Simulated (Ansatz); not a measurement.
Given:

```
CELL_PARAMETERS angstrom
      4.00152     0.00000     0.00000
      0.00000     4.00152     0.00000
      0.00000     0.00000     3.71156
ATOMIC_POSITIONS crystal
  Tl 0.00000 0.00000 0.00000
  Br 0.50000 0.50000 0.50000
```

The numbers are results of PBEsol+D3BJ with spin-orbit coupling, rigid bands (plane waves, PAW; Ansatz, an electronic-structure program), not measurements. Condition of this run: biaxial stress xx = yy = -2 GPa (compression positive) (the target of the relaxation). Geometry: cell and atoms relaxed with PBEsol+d3bj, then loaded as said.

What conductivity effective mass do dilute holes have at 300 K?

0.29 (x), 0.29 (y), 0.63 (z) mₑ.

What conductivity effective mass do dilute electrons have at 300 K?

0.30 (x), 0.30 (y), 0.24 (z) mₑ.

And the band gap?

0.80 eV at this level; semilocal functionals usually fall short of the measured gap.

Rigid bands, one relaxation time for all states, no polarons. Geometry: cell and atoms relaxed with PBEsol+D3(BJ).
